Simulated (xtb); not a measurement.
xtb 6.7.1, GFN2-xTB: Cc1cccc(C)c1B(c1sc([Si](C)(C)C)c2c1OCCO2)c1c2ccccc2c(C(F)(F)F)c2ccccc12, 70 atoms. The geometry is a generated start, not checked to be a minimum at this level.

```json
{
 "method": "GFN2-xTB",
 "--acc": "1 (default)",
 "--etemp (K)": "300 (default)",
 "detailed input (--input)": "none: ANC optimiser, Lindh (1995) Hessian, microcycle=20, maxdispl=1.0, hlow=0.01 (default)",
 "basis_functions": "202",
 "valence_electrons": "204"
}
```

The structure is relaxed from this start with --opt LEVEL for the levels crude, sloppy, loose, lax, normal, tight, vtight, extreme, once each. Up to the end of the extreme run atoms move by at most 2.0 Å along an axis.

What is the loosest level that ends within 5 meV of the extreme run, and how many cycles does it take?

normal: 84 cycles against 185, ending 3.0 meV above.

```
level    cycles  energy above the extreme run (meV)  gradient norm (eV/Å)
-------  ------  ----------------------------------  --------------------
crude         8                                 140                  0.33
sloppy       23                                  59                  0.11
loose        35                                  29                  0.14
lax          44                                  18                 0.036
normal       84                                 3.0                 0.019
tight        94                                 1.9                0.0051
vtight      122                                0.58                0.0029
extreme     185                                   —                0.0021
```
